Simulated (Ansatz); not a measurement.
**Phonons of KTaO3 in the cubic perovskite structure at temperature**

Method: the stochastic self-consistent harmonic approximation in a 2×2×2 supercell, DFT at the LDA level (Ansatz, a first-principles code). Spin-orbit coupling is not included. The cell is fixed at its relaxed static size. Melting and transitions to other phases are not modelled. Frequencies in cm⁻¹ at q = (0.00, 0.00, 0.00) (fractions of the primitive reciprocal vectors), each column in ascending order, rows equal in every column written once; i marks an imaginary mode. The auxiliary (Gaussian) frequencies are positive by construction; the free-energy Hessian decides stability. At Γ the LO-TO splitting is left out.

```
harmonic  Gaussian 100 K  Hessian 100 K  Gaussian 300 K  Hessian 300 K  Gaussian 800 K  Hessian 800 K
--------  --------------  -------------  --------------  -------------  --------------  -------------
85                   141            138             158            154             179            173
181                  189            188             199            195             226            215
245                  253            252             261            257             275            267
553                  566            564             569            564             582            571
```

```
Item                                                                           Value
-------------------------------------------------------------------  ---------------
pressure at 100 K in this cell                                       1.12 ± 0.02 GPa
pressure at 300 K in this cell                                       1.50 ± 0.04 GPa
pressure at 800 K in this cell                                       2.88 ± 0.06 GPa
pressure near 100 K by path-integral sampling of the fitted surface         1.12 GPa
pressure near 300 K by path-integral sampling of the fitted surface         1.55 GPa
pressure near 800 K by path-integral sampling of the fitted surface         3.03 GPa
static pressure                                                             0.00 GPa
```

Over all wave vectors of the supercell the softest harmonic mode is 63 cm⁻¹ at q = (0.00, 0.00, 0.50); the softest of the Hessian is 75 cm⁻¹ at q = (0.00, 0.00, 0.50) at 100 K (error 1; the run's verdict: stable), 78 cm⁻¹ at q = (0.00, 0.00, 0.50) at 300 K (error under 1; the run's verdict: stable), 83 cm⁻¹ at q = (0.00, 0.00, 0.50) at 800 K (error under 1; the run's verdict: stable).
